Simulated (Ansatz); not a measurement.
A free linear chain of Ge atoms, stretched and compressed along its axis from its relaxed period of 4.747 Å, atoms relaxed at each length.

Method: PBE (plane waves to 420 eV, PAW; Ansatz, a first-principles code). Mesh 1×1×66. No spin polarisation, so a magnetic state wasn't tested. One-dimensional cell, images about 11 Å apart. A hypothetical model. Symmetry and one short period hold its shape; lower forms weren't sought. Values not marked SOC lack spin–orbit coupling. Buckling under compression is shut out by symmetry and the short period. Energies are free energies at a Fermi–Dirac width of 0.02 eV, from the unstrained cell.

| strain (%) | energy (meV a period) | axial force (nN) |
|---|---|---|
| -3.0 | +42 | -0.99 |
| -1.5 | +11 | -0.52 |
| 0.0 | 0 | 0.00 |
| +1.5 | +6 | +0.34 |
| +3.0 | +29 | +0.63 |
